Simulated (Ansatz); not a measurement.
Take ZrO2 in the fluorite structure (space group Fm-3m, No. 225; a = 5.116 Å) as the base.

Now apply this change: every lattice vector is stretched by 5.38 %, atoms relaxed at fixed cell.

Computed with PBE (Ansatz, a quantum-chemistry and plane-wave program, PAW, scalar-relativistic without spin-orbit coupling).

Base, band edges from the VBM (valence, conduction): X 0.00, 3.75; W -0.20, 4.38; L -1.63, 3.94; Γ -0.53, 3.32; K -0.33, 3.97; U -0.33, 3.97 eV.

Q: Give the band edges at the high-symmetry points of the new zone, measured from its valence-band maximum.

A: 
| point | valence edge (eV) | conduction edge (eV) |
|---|---|---|
| Γ | -0.47 | 2.86 |
| X | 0.00 | 3.19 |
| U | -0.28 | 3.36 |
| K | -0.28 | 3.36 |
| L | -1.48 | 3.32 |
| W | -0.16 | 3.69 |

The gap is 2.86 eV, indirect, X → Γ.

The cells carry an imposed strain or load. Whether these cells are dynamically stable was not tested. This is not the structure that ZrO2 has at room temperature and ambient pressure.
